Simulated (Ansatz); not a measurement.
The reference is Au in the fcc (Cu type) structure (space group Fm-3m, No. 225; a = 4.0477 Å; relaxed with 0.1 eV smearing). Axes: x, y, z lie along the cube axes.

All numbers come from Ansatz (a first-principles code) LDA, no SOC.

For the base:

| Quantity | Result |
|---|---|
| Pressure | 0.0 GPa |

It is then changed as follows: uniaxial strain ε_zz = +1.00 %, all other strain components held at zero, atoms relaxed at fixed cell.

Q: What does the calculation give for the energy relative to the base and pressure after the change?

A: The energy goes up by 1.1 meV/atom; the pressure (mean of the normal stresses, compression positive) goes from zero to -1.9 GPa.

No phonon test of stability was made.
